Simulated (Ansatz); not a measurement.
A computed series for Ge: alloy series

The parent structure is Ge in the diamond structure (space group Fd-3m, No. 227).

```cif
data_Ge8
_chemical_formula_sum 'Ge8'
_space_group_name_H-M_alt 'Fd-3m :1'
_space_group_IT_number 227
_space_group_name_Hall 'F 4d 2 3 -1d'
_cell_length_a 5.67612
_cell_length_b 5.67612
_cell_length_c 5.67612
_cell_angle_alpha 90.000
_cell_angle_beta 90.000
_cell_angle_gamma 90.000
loop_
_atom_site_label
_atom_site_type_symbol
_atom_site_symmetry_multiplicity
_atom_site_Wyckoff_symbol
_atom_site_fract_x
_atom_site_fract_y
_atom_site_fract_z
_atom_site_occupancy
Ge1 Ge 8 a 0.00000 0.00000 0.00000 1
```
(The calculation used a cell of 2 atoms; values per cell refer to that cell.)

The other end (x = 1) is Si in the diamond structure (space group Fd-3m, No. 227): 20.05 Å³/atom, gap 0.47 eV.

Si replaces a fraction x of Ge; each row is one arrangement (x, atoms in the cell, starting space group or random), fully relaxed.

All numbers come from Ansatz (a first-principles code), PBEsol, PAW, cutoff 420 eV, no spin-orbit coupling, earlier PAW set.

Candidates:
(a) x(Si) = 0.5, 6 atoms, P3m1
(b) x(Si) = 0.625, 8 atoms, Amm2
(c) x(Si) = 0.25, 8 atoms, Pmma
(d) x(Si) = 0.125, 8 atoms, Cm

Before the change:

```
Quantity            Value
---------------  --------
Volume per atom  22.86 Å³
```

**Question.** Order them by volume per atom, lowest first.

**Answer.** (b) x(Si) = 0.625, 8 atoms, Amm2 (20.95 Å³), (a) x(Si) = 0.5, 6 atoms, P3m1 (21.32 Å³), (c) x(Si) = 0.25, 8 atoms, Pmma (22.04 Å³), (d) x(Si) = 0.125, 8 atoms, Cm (22.42 Å³)

Each cell is one ordered arrangement of few atoms, which overstates ordering effects compared with a random alloy. Semilocal Kohn–Sham gaps tend to fall short of experiment. No phonon test of stability was made.
